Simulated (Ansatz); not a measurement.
Worked example: self-consistent single point of AuZn (Pm-3m, 2 atoms in the cell) in Ansatz (a first-principles code)

Method of the run: PBE (plane waves, PAW; Ansatz).

This input was run:

Ansatz 0.2 input:
```yaml
crystal:
  lattice:
    - [3.14055000, 0.00000000, 0.00000000]
    - [0.00000000, 3.14055000, 0.00000000]
    - [0.00000000, 0.00000000, 3.14055000]
  atoms:
    - { symbol: Zn, position: [0.50000000, 0.50000000, 0.50000000] }
    - { symbol: Au, position: [0.00000000, 0.00000000, 0.00000000] }
basis:
  ecutwfc: 30.9 Ry
kpoints:
  mp_grid:
    grid: [11, 11, 11]
hamiltonian:
  xc: pbe
  pseudopotentials:
    kind: paw
scf:
  occupations:
    method: fermi_dirac
    width: 0.0073 Ry
output:
  forces: true
  eigenvalues: true
  stress: true
```

The program printed (abridged):

```
WARN ansatz: RAYON_NUM_THREADS=1 ignored (pool sized by the plan → 1); use --threads N
Pseudopotentials: kind: paw
Pseudopotential: Zn, paw, valence charge 12
Pseudopotential: Au, paw, valence charge 19
Crystal: 2 atoms, lattice volume = 30.975 Å³
Basis set: ecut = 420.4159175005146 eV, 619 PW (Γ), exchange–correlation on 48×48×48 points (8 copies of the dense FFT grid, shifted against one another)
Bands: 20, of which v1, the nominal top of the filled ones, is band 16 counted from 1 (15 counted from 0)
Symmetry: 48 space group operations
Space group: Pm-3m (ITA 221), of the structure as read, at distance tolerance 3.1e-5 Å
k-points: 56 of 1331
Initial density: superposition of atomic densities (neutral atoms: chi_scale 0, normalization atom), corrected by the library's trained network
Initial wavefunctions: pseudopotential atomic-orbital guess
Eigensolver: davidson
Functional: x = pbe(κ = 0.804, μ = 0.2195149727645171), c = pbe(β = 0.06672455060314922)
SCF iter   1: F=—  HF=-16468.767131 eV  |F-HF|=—  |Δ(HF+E_count)|=         —  Δρ=1.81e-3  dr2=9.55e-4  ethr=1.77e-3  ⟨swp⟩=5.1  Hψ=4680  notcnv=0
all-band conjugate gradients solve this SCF's bands
preconditioner: auto → none
SCF iter   2: F=—  HF=-16468.768062 eV  |F-HF|=—  |Δ(HF+E_count)|=   9.31e-4  Δρ=8.45e-4  dr2=1.49e-4  ethr=3.08e-6  ⟨swp⟩=2.2  Hψ=2278  notcnv=0
SCF iter   3: F=—  HF=-16468.768105 eV  |F-HF|=—  |Δ(HF+E_count)|=   4.24e-5  Δρ=2.79e-4  dr2=1.08e-5  ethr=4.82e-7  ⟨swp⟩=2.0  Hψ=1460  notcnv=0
SCF iter   4: F=—  HF=-16468.768103 eV  |F-HF|=—  |Δ(HF+E_count)|=   1.87e-6  Δρ=2.18e-4  dr2=9.61e-6  ethr=3.48e-8  ⟨swp⟩=2.0  Hψ=1782  notcnv=0
SCF iter   5: F=—  HF=-16468.768099 eV  |F-HF|=—  |Δ(HF+E_count)|=   3.28e-6  Δρ=2.32e-5  dr2=1.35e-7  ethr=3.10e-8  ⟨swp⟩=2.0  Hψ=1724  notcnv=0
SCF iter   6: F=-16468.768099 eV  HF=-16468.768099 eV  |F-HF|=3.13e-9  |Δ(HF+E_count)|=   1.09e-8  Δρ=6.61e-6  dr2=4.36e-9  ethr=3.23e-10  ⟨swp⟩=4.8  Hψ=4119  notcnv=0
SCF 1 converged in 6 iterations: F = -16468.768099 eV  dr2 = 4.36e-9
SCF converged after 6 iterations
Free energy (F): -16468.768099 eV
Harris-Foulkes:  -16468.768099 eV  (|F-HF|=3.13e-9)
Internal energy: -16468.752970 eV  (E = F + TS)
E sigma→0 (E₀):  -16468.760535 eV
Entropy (-TS):   -0.015129 eV (-7.565 meV/atom)
Fermi energy:    17.173346 eV
--- Per-component energies (eV) ---
  E_band       = -162.749859
  E_kinetic    = 736.664548
  E_local      = -3237.071217  (includes V_loc(G=0)·N_el)
  E_nonlocal   = 685.918655
  E_hartree    = 1368.678135
  E_xc         = -366.350122
  E_vxc        = -328.806496  (∫ρ·V_xc dr)
  E_paw        = -11533.427318  (= ΣΔE_a)
  E_vpaw       = -756.813693  (= ΣTr[D̂ρ^β])
  E_aug_tail   = 0.000994  (compensation charges beyond the density's cutoff)
  E_ewald      = -4123.166645
  E_smearing   = -0.015129  (= −TS)
  E_closure    = -0.000000  (closes the sum)
  Σ components = -16468.768099   (vs F -16468.768099, Δ=0.00e0)
--- Forces (eV/Å), atoms counted from 1 ---
  atom   1  Zn     0.00000000     0.00000000     0.00000000
  atom   2  Au    -0.00000000     0.00000000    -0.00000000
  max |Σ_I F_I| component: 1.59e-29 eV/Å
--- Stress (GPa, compression-positive) ---
        5.685451      -0.000000       0.000000
       -0.000000       5.685451       0.000000
        0.000000       0.000000       5.685451
  P = ⅓ Tr σ = 5.6855 GPa (56.855 kbar)
  The stress holds the Pulay correction. Without it, at fixed plane waves, as pw.x and ABINIT print it: P = 5.5825 GPa
--- Band table (eV; the first three rows and the last of 56) ---
  k-point 0: bands = ["-88.9912", "-40.4112", "-40.4112", "-40.4112", "6.5194", "9.0497", "9.0497", "9.7588", "9.7588", "9.7588", "11.7505", "11.7505", "13.4566", "13.4566", "13.4566", "22.1952", "22.1952", "22.1952", "26.1459", "29.3241"]
  k-point 1: bands = ["-88.9911", "-40.4145", "-40.4109", "-40.4109", "6.6672", "9.0827", "9.0942", "9.7571", "9.7571", "9.7713", "11.7258", "11.7906", "13.3440", "13.3440", "13.4440", "21.0998", "22.4738", "22.4738", "26.7921", "29.1677"]
  k-point 2: bands = ["-88.9909", "-40.4234", "-40.4102", "-40.4102", "7.0995", "9.1749", "9.2119", "9.7538", "9.7538", "9.8052", "11.6557", "11.8971", "13.0611", "13.0611", "13.4098", "19.1568", "23.2547", "23.2547", "27.3763", "28.7660"]
  k-point 55: bands = ["-88.9883", "-40.4450", "-40.4450", "-40.4450", "9.4432", "9.4827", "9.4827", "10.0572", "10.0572", "10.7232", "10.8221", "10.8221", "14.0097", "14.0097", "18.6600", "19.2799", "20.8362", "20.8362", "21.7161", "23.4542"]
```

The run converged in 6 iterations.

The starting cell has typed, rounded lattice constants, without a prior relaxation at this level. Its lattice was rescaled by up to half a per cent. Spin-orbit coupling is off. With a pressure of about 6 GPa the cell is away from its equilibrium volume at this level. Ansatz's pressure includes its estimate of the finite-basis (Pulay) stress.
